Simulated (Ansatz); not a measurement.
Results of PBEsol (Ansatz, a program for electronic structure, PAW) for WO3 (P6/mmm, No. 191, 12 atoms in the cell; start COD 1004057; the formula has other measured phases).

Run with plane-wave cutoff 520 eV, 6×6×10 k mesh (along the axes of the cell as run), Fermi–Dirac smearing 0.01 eV, no spin polarisation, scalar-relativistic PAW data made under PBE.

Cell (relaxed at this level):

```cif
data_O9W3
_chemical_formula_sum 'W3 O9'
_space_group_name_H-M_alt 'P6/mmm'
_space_group_IT_number 191
_space_group_name_Hall '-P 6 2'
_cell_length_a 7.38969
_cell_length_b 7.38969
_cell_length_c 3.79981
_cell_angle_alpha 90.000
_cell_angle_beta 90.000
_cell_angle_gamma 120.000
loop_
_atom_site_label
_atom_site_type_symbol
_atom_site_symmetry_multiplicity
_atom_site_Wyckoff_symbol
_atom_site_fract_x
_atom_site_fract_y
_atom_site_fract_z
_atom_site_occupancy
W1 W 3 f 0.00000 0.50000 0.00000 1
O1 O 3 g 0.50000 0.50000 0.50000 1
O2 O 6 l 0.21455 0.42910 0.00000 1
```

Q: Estimate the band gap and direct gap at Γ that the calculation returns.

A: 
* **band gap**: 0.63 eV (on the SCF k mesh)
* **direct gap at Γ**: 1.64 eV

Note: the relaxation could not lower the start's symmetry, so the cell can be a saddle point above a distorted one.

Spin–orbit coupling is not included.

Computed values are for the static lattice.

It cost around 2.1 core-minutes (rough) of CPU time.
